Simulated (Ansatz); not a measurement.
Ansatz (a quantum-chemistry and plane-wave program) run on Sr₂Mg (I4mm, 3 atoms in the cell): self-consistent single point.

Method of the run: PBEsol, default PAW files made with PBE (plane waves; Ansatz).

The change in words: lattice scaled by 0.98; basis.ecutwfc: 30.9 Ry → 10.7 Ry. Reference geometry:
```yaml
crystal:
  lattice:
    - [-2.12880, 2.12880, 7.28373]
    - [2.12880, -2.12880, 7.28373]
    - [2.12880, 2.12880, -7.28373]
  atoms:
    - { symbol: Sr, position: [0.36146, 0.36146, 0.00000] }
    - { symbol: Sr, position: [0.64197, 0.64197, 0.00000] }
    - { symbol: Mg, position: [0.00000, 0.00000, 0.00000] }
```

Reference input (self-consistent single point, DFT, PBEsol, plane waves, default PAW files made with PBE): basis.ecutwfc = 30.9 Ry; kpoints.mp_grid.grid = 7 7 7; hamiltonian.xc = pbesol; hamiltonian.pseudopotentials = {kind: paw} (the program's default PAW files); scf.occupations.method = gaussian; scf.occupations.width = 0.0073 Ry. This run's input differs from it in these lines:

Ansatz 0.2 input:
```diff
@@ -2,11 +2,11 @@
   lattice:
-    - [-2.12880100, 2.12880100, 7.28372700]
-    - [2.12880100, -2.12880100, 7.28372700]
-    - [2.12880100, 2.12880100, -7.28372700]
+    - [-2.08622500, 2.08622500, 7.13805200]
+    - [2.08622500, -2.08622500, 7.13805200]
+    - [2.08622500, 2.08622500, -7.13805200]
   atoms:
-    - { symbol: Sr, position_ang: [0.00000000, -0.00000000, 5.26558106] }
-    - { symbol: Sr, position_ang: [0.00000000, -0.00000000, 9.35186844] }
+    - { symbol: Sr, position_ang: [-0.00000000, 0.00000000, 5.16026910] }
+    - { symbol: Sr, position_ang: [0.00000000, -0.00000000, 9.16483048] }
     - { symbol: Mg, position_ang: [0.00000000, 0.00000000, 0.00000000] }
 basis:
-  ecutwfc: 30.9 Ry
+  ecutwfc: 10.7 Ry
 kpoints:
```

Output (repeated stretches shortened):

```
SCF iter   1: F=—  HF=-8874.317717 eV  |F-HF|=—  |Δ(HF+E_count)|=         —  Δρ=6.54e-2  dr2=1.95e0  ethr=1.77e-3  ⟨swp⟩=6.0  Hψ=3869  notcnv=0
all-band conjugate gradients solve this SCF's bands
preconditioner: auto → Kerker (q_TF=auto, 2.153 Å⁻¹)
SCF iter   2: F=—  HF=-8872.665295 eV  |F-HF|=—  |Δ(HF+E_count)|=    1.65e0  Δρ=2.88e-2  dr2=4.39e-1  ethr=1.77e-3  ⟨swp⟩=2.0  Hψ=1838  notcnv=0  defer=2
   [... lines left out ...]
SCF iter   4: F=—  HF=-8872.343594 eV  |F-HF|=—  |Δ(HF+E_count)|=   5.54e-3  Δρ=5.98e-4  dr2=6.47e-4  ethr=4.95e-5  ⟨swp⟩=2.0  Hψ=1128  notcnv=0  defer=2
SCF iter   5: F=—  HF=-8872.343504 eV  |F-HF|=—  |Δ(HF+E_count)|=   8.99e-5  Δρ=1.64e-4  dr2=6.50e-5  ethr=2.16e-6  ⟨swp⟩=3.0  Hψ=1395  notcnv=0  defer=2
SCF iter   6: F=—  HF=-8872.344500 eV  |F-HF|=—  |Δ(HF+E_count)|=   9.96e-4  Δρ=3.03e-5  dr2=1.53e-6  ethr=2.17e-7  ⟨swp⟩=2.0  Hψ=1349  notcnv=0  defer=2
SCF iter   7: F=-8872.344500 eV  HF=-8872.344500 eV  |F-HF|=8.33e-9  |Δ(HF+E_count)|=   5.39e-7  Δρ=6.21e-6  dr2=7.53e-8  ethr=3.33e-10  ⟨swp⟩=6.5  Hψ=3464  notcnv=0
SCF 1 converged in 7 iterations: F = -8872.344500 eV  dr2 = 7.53e-8
Free energy (F): -8872.344500 eV
Internal energy: -8872.326859 eV  (E = F + TS)
E sigma→0 (E₀):  -8872.335680 eV
Entropy (-TS):   -0.017640 eV (-5.880 meV/atom)
Fermi energy:    5.479935 eV
--- Forces (eV/Å), atoms counted from 1 ---
  atom   1  Sr    -0.00000000    -0.00000000    -0.11339117
  atom   2  Sr     0.00000000    -0.00000000     0.07111789
  atom   3  Mg    -0.00000000     0.00000000     0.04226712
--- Stress (GPa, compression-positive) ---
       -0.374654       0.000000      -0.000000
        0.000000      -0.374654       0.000000
       -0.000000       0.000000      -0.096208
  P = ⅓ Tr σ = -0.2818 GPa (-2.818 kbar)
  The stress holds the Pulay correction. Without it, at fixed plane waves, as pw.x and ABINIT print it: P = -126.3037 GPa
```

The run converged in 7 iterations. Against the reference run the free energy rises by 8.07 eV/atom, the pressure goes from -0.99 to -0.28 GPa and the largest force goes from 0.088 to 0.113 eV/Å.

The starting cell comes from a database of computed structures (which also holds hypothetical and non-ambient phases and stackings), without a prior relaxation at this level. Its lattice was rescaled by up to half a per cent. One atom was moved a little off its site on purpose. For this run, on top of that: lattice scaled by 0.98. Ansatz's pressure includes its estimate of the finite-basis (Pulay) stress. Without the estimate this run gives -126.30 GPa. The cutoff lies below the one recommended for these files.
